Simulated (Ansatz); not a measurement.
## Pressure series in ZnSe

Start from ZnSe in the zinc blende structure (space group F-43m, No. 216; a = 5.568 Å).

Cell and atoms are relaxed at each pressure.

Computed with LDA (Ansatz, a program for electronic structure), scalar-relativistic without spin-orbit coupling.

Candidates:
(a) pressure 30 GPa
(b) pressure 15 GPa
(c) pressure 22.5 GPa

For the base:

```
Quantity    Value
--------  -------
Band gap  1.25 eV
```

Problem. Order them by band gap, highest first.

Solution. (c) pressure 22.5 GPa (2.14 eV), (a) pressure 30 GPa (2.02 eV), (b) pressure 15 GPa (1.90 eV)

Load acts through the strain it causes; cell and atoms are relaxed under it. Stability against distortions was not tested. Measured, ZnSe leaves this structure (for rock salt) near 13 GPa (temperature not stated; as listed in M. Köfferlein et al., Hyperfine Interactions (1994)).
